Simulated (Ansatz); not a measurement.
The reference is SnO2 in the rutile structure (space group P4_2/mnm, No. 136; a = 4.769 Å, c = 3.212 Å). Axes: x, y, z lie along a, b, c of the conventional cell.

The values are results of Ansatz (a first-principles code) PBEsol, scalar-relativistic without spin-orbit coupling, not measurements.

For the base:

| Quantity | Result |
|---|---|
| Electron mass | 0.17 mₑ along c, 0.19 mₑ across (at Γ) |
| Valence-band top at Γ | 0.00, -0.77, -0.77 eV |

Now apply this change: compressive biaxial strain of 3.00 % in the plane normal to [001], as in epitaxy on a mismatched substrate; the out-of-plane cell vector and the atoms relax.

Task: Predict the new electron mass, valence-band top at Γ and ratio −ε⊥/ε∥.

Result: The electron mass changes from 0.17 mₑ along c, 0.19 mₑ across (at Γ) to 0.18 mₑ out of plane, 0.19 mₑ in plane (at Γ); the valence-band top at Γ (three highest levels, from the VBM) becomes 0.00, -0.72, -0.72 eV (base: 0.00, -0.77, -0.77 eV); the ratio −ε⊥/ε∥ comes out as 0.80.

The levels and masses belong to the bands next to the band gap. Effective masses come from finite differences of ±0.01 Å⁻¹. Stability against distortions was not tested.
